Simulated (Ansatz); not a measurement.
# Effect of biaxial strain −1.00 %, plane normal [001], relaxed out of plane on GaSb

Take GaSb in the zinc blende structure (space group F-43m, No. 216; a = 6.132 Å) as the base. Axes: x, y, z lie along the cube axes.

Now apply this change: biaxial strain −1.00 %, plane normal [001], relaxed out of plane (Cartesian); in-plane vectors clamped, the third vector and the atoms free.

Level of theory: r2SCAN (Ansatz, a first-principles code; PAW; 500 eV plane waves; without spin-orbit coupling). Γ-centred 13×13×13 mesh, Fermi–Dirac width 0.05 eV.

```json
[
 {"quantity": "volume per atom", "base": "28.83 Å³", "changed": "28.50 Å³", "shift": "-0.33 Å³"},
 {"quantity": "space group", "base": "F-43m (No. 216)", "changed": "I-4m2 (No. 119)", "shift": "–"},
 {"quantity": "shortest interatomic distance", "base": "2.655 Å", "changed": "2.645 Å", "shift": "-0.010 Å"},
 {"quantity": "energy relative to the base (free energy F)", "base": "0 meV/atom", "changed": "+1.7 meV/atom", "shift": "+1.7 meV/atom"},
 {"quantity": "pressure (mean of the normal stresses, compression positive)", "base": "0.01 GPa", "changed": "0.64 GPa", "shift": "+0.63 GPa"},
 {"quantity": "band gap", "base": "0.41 eV", "changed": "0.46 eV", "shift": "+0.05 eV"},
 {"quantity": "gap character", "base": "direct at Γ", "changed": "direct at Γ", "shift": "–"},
 {"quantity": "electron mass", "base": "0.023 mₑ (at Γ)", "changed": "0.030 mₑ out of plane, 0.026 mₑ in plane (at Γ)", "shift": "–"},
 {"quantity": "valence-band top at Γ (three highest levels, from the VBM)", "base": "0.00, 0.00, 0.00 eV", "changed": "0.00, 0.00, -0.12 eV", "shift": "–"},
 {"quantity": "valley order (the lowest conduction-band minima on the path, energy above the VBM, named in the base's zone)", "base": "Γ 0.41 eV; L along ⟨111⟩ 0.68 eV; a point along ⟨100⟩, about 0.9 Å⁻¹ from Γ 1.10 eV", "changed": "Γ 0.46 eV; L along [111] 0.66 eV; a point along [010], about 0.9 Å⁻¹ from Γ 0.99 eV; a point along [001], about 0.9 Å⁻¹ from Γ 1.15 eV", "shift": "–"},
 {"quantity": "out-of-plane strain", "base": "–", "changed": "+0.86 %", "shift": "–"},
 {"quantity": "ratio −ε⊥/ε∥", "base": "–", "changed": "0.86", "shift": "–"},
 {"quantity": "mean in-plane stress (compression positive)", "base": "–", "changed": "+1.0 GPa", "shift": "–"}
]
```

With Sb present, leaving out spin-orbit coupling can change the band edges. Effective masses come from finite differences of ±0.01 Å⁻¹. No phonon test of stability was made. Labels are those of the standard path for the cell's own space group.
